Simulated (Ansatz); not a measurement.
Results of LDA (PAW; Ansatz, a program for electronic structure) for ZnS (P3m1, No. 156, 28 atoms in the cell; start mp-556161; a measured phase of this formula has another space group).

Numerical settings: plane-wave cutoff 520 eV, 12×12×1 k mesh (along the axes of the cell as run), Fermi–Dirac smearing 0.01 eV, scalar-relativistic PAW data made under PBE.

Cell (relaxed at this level):

```cif
data_S14Zn14
_chemical_formula_sum 'Zn14 S14'
_space_group_name_H-M_alt 'P 1'
_space_group_IT_number 1
_cell_length_a 3.74289
_cell_length_b 3.74289
_cell_length_c 42.86278
_cell_angle_alpha 90.000
_cell_angle_beta 90.000
_cell_angle_gamma 120.000
loop_
_space_group_symop_operation_xyz
  'x, y, z'
loop_
_atom_site_label
_atom_site_type_symbol
_atom_site_fract_x
_atom_site_fract_y
_atom_site_fract_z
_atom_site_occupancy
Zn1 Zn 0.00000 0.00000 0.14286 1
Zn2 Zn 0.33333 0.66667 0.64286 1
Zn3 Zn 0.33333 0.66667 0.21423 1
Zn4 Zn 0.66667 0.33333 0.07153 1
Zn5 Zn 0.00000 0.00000 0.85718 1
Zn6 Zn 0.00000 0.00000 0.57153 1
Zn7 Zn 0.33333 0.66667 0.78584 1
Zn8 Zn 0.33333 0.66667 0.35721 1
Zn9 Zn 0.33333 0.66667 0.00001 1
Zn10 Zn 0.00000 0.00000 0.42854 1
Zn11 Zn 0.66667 0.33333 0.92854 1
Zn12 Zn 0.66667 0.33333 0.28569 1
Zn13 Zn 0.66667 0.33333 0.50001 1
Zn14 Zn 0.66667 0.33333 0.71432 1
S1 S 0.00000 0.00000 0.19636 1
S2 S 0.66667 0.33333 0.33930 1
S3 S 0.00000 0.00000 0.91068 1
S4 S 0.33333 0.66667 0.83932 1
S5 S 0.33333 0.66667 0.41068 1
S6 S 0.66667 0.33333 0.55362 1
S7 S 0.33333 0.66667 0.26772 1
S8 S 0.66667 0.33333 0.76794 1
S9 S 0.66667 0.33333 0.98204 1
S10 S 0.33333 0.66667 0.69635 1
S11 S 0.33333 0.66667 0.05362 1
S12 S 0.00000 0.00000 0.48203 1
S13 S 0.00000 0.00000 0.62500 1
S14 S 0.66667 0.33333 0.12500 1
```

Q: Estimate the band gap that the calculation returns.

A: 
band gap: 2.15 eV (on the SCF k mesh)

Note: the relaxation could not lower the start's symmetry, so the cell can be a saddle point above a distorted one.

The computed numbers hold no vibrational or temperature effects.

Cost on a shared machine: around 23 core-minutes (rough).

A start named mp-… is a Materials Project structure, which need not be a measured phase.
